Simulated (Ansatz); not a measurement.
The reference is ZrB₂ (space group P6/mmm, No. 191; relaxed with 0.1 eV smearing).

```
CELL_PARAMETERS angstrom
      3.15522     0.00000     0.00000
     -1.57761     2.73250     0.00000
      0.00000     0.00000     3.50621
ATOMIC_POSITIONS crystal
  Zr 0.00000 0.00000 0.00000
  B  0.66667 0.33333 0.50000
  B  0.33333 0.66667 0.50000
```

Cartesian axes are those of the cell as printed.

All numbers come from Ansatz (a first-principles code) PBEsol, no spin-orbit coupling.

Perturbation: compressive biaxial strain of 3.00 % in the plane normal to [001], as in epitaxy on a mismatched substrate; the out-of-plane cell vector and the atoms relax.

Problem. How does this affect the in-plane stress and ratio −ε⊥/ε∥?

Solution. The mean in-plane stress (compression positive) amounts to +18.9 GPa; the ratio −ε⊥/ε∥ comes out as 0.59.

Stability against distortions was not tested. The final runs are not spin-polarised.
